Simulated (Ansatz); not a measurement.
Consider Zr vacancy in monoclinic ZrO2, charge state -4. The step: a nearby Zr atom hops onto the vacant site; the atom moves 3.02 Å along (0.49, -0.08, 0.38) of the unit cell; the moving atom starts with neighbours O at 1.96, O at 2.00, O at 2.08, O at 2.30, O at 2.32, O at 2.34, O at 2.42 Å and ends with O at 1.96, O at 2.00, O at 2.08, O at 2.30, O at 2.32, O at 2.34, O at 2.42 Å. DFT values are from Ansatz (plane-wave PAW, 420 eV unless said) in a cell of 96 host sites, spin-restricted, static, with no finite-size correction. The charge state is imposed; whether it is stable for some Fermi level was not computed. Forms of the defect that were not tried may lie lower. For the PBE band: the program found a first-order saddle point.

```csv
Level,Forward barrier (eV),Cost of the band or of the saddle's single point
"PBE, the Γ point alone, band relaxed",1.98,roughly 110 core-minutes
"PBE, a 2×2×2 k-point mesh shifted by half a step, same geometries",1.98,around 7 core-minutes (rough)
"r2SCAN at 500 eV, the Γ point alone, same geometries",[?],roughly 2.4 core-minutes
```

Problem. What belongs in the gaps?

Solution. 
- r2SCAN at 500 eV, the Γ point alone, same geometries, Forward barrier (eV): 2.10

Ansatz is a quantum-chemistry and plane-wave program.
